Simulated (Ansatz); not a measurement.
Relaxation of the outer planes of the (210) surface of bcc Li in its 1x1 cell, outermost plane spacing 0.77 Å in the ideal cut.

Computed with PBE (plane waves to 420 eV, PAW; Ansatz, a first-principles code).

Set-up: 14 atoms, 10.0 Å thick at the start (thin: gaps and levels are the slab's own); mesh 11x5x1; 0.1 eV smearing; dipole correction on; all atoms relaxed; start symmetry kept, larger cells not searched; no spin, no spin-orbit, no U.

| plane | atoms | bulk spacing to the next (Å) | relaxed spacing (Å) | change (%) | rumpling (Å) |
|---|---|---|---|---|---|
| 1 | Li | 0.769 | 0.566 | -26.4 | 0.00 |
| 2 | Li | 0.769 | 0.861 | 12.1 | 0.00 |
